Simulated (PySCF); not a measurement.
PySCF 2.14.0, PBE/def2-svp, df: W(O)(NMe)(F)(SH) (C[N]=[W](=[O])([F])[SH]), 10 atoms. The geometry is a generated start, not checked to be a minimum at this level.

task: energy
method: pbe
basis: def2-svp
two-electron scheme: density fitting
mol.max_memory: 3000 MB
mf.max_cycle: 100
mf.conv_tol: 1e-09 (default)
mf.grids.level: 3 (default)
effective core potentials: those of the basis set, past Kr
basis functions: 126
grid points: 138784

```xyz
10

W      0.2980     1.2204     0.6738
O      1.8753     1.7298     0.4075
N     -0.2303    -0.1005    -0.4083
C     -0.2437    -1.0236    -1.4911
H      0.2625    -1.9533    -1.2068
H     -1.2680    -1.2688    -1.7948
H      0.2842    -0.5951    -2.3544
F     -0.9348     2.6339     0.6950
S      0.3002     0.2570     2.8524
H     -0.3433    -0.8998     2.6268
```

Charge 0 and multiplicity 1 are set for this test and not shown to be the ground state.

With the defaults (mf.DIIS = CDIIS, mf.diis = true, mf.diis_space = 8, mf.init_guess = minao, mf.damp = 0, mf.diis_start_cycle = 1) it converges in 17 Fock builds. One run each on 2 threads, 1 BLAS thread, with these changes:
- mf.damp = 0.3, mf.diis_start_cycle = 4
- mf.init_guess = 1e
- mf.init_guess = atom
- mf.DIIS = EDIIS
- mf.diis = false, mf.damp = 0.7, mf.diis_start_cycle = 999
- mf.diis = false
- mf.init_guess = huckel
- mf.diis_space = 3
- mf.diis_space = 5

Q: Which of these changes keep the SCF from converging, or lead it to another solution?

A: No convergence: mf.DIIS = EDIIS; mf.diis = false (the run ends without SCF convergence in 100 cycles). The rest reach the solution of the defaults.

| setting | Fock builds | end |
|---|---|---|
| the defaults | 17 | same solution |
| mf.init_guess = atom | 17 | same solution |
| mf.init_guess = huckel | 19 | same solution |
| mf.diis_space = 5 | 20 | same solution |
| mf.init_guess = 1e | 24 | same solution |
| mf.damp = 0.3, mf.diis_start_cycle = 4 | 27 | same solution |
| mf.diis = false, mf.damp = 0.7, mf.diis_start_cycle = 999 | 42 | same solution |
| mf.diis_space = 3 | 62 | same solution |
| mf.DIIS = EDIIS | 101 | no convergence |
| mf.diis = false | 101 | no convergence |
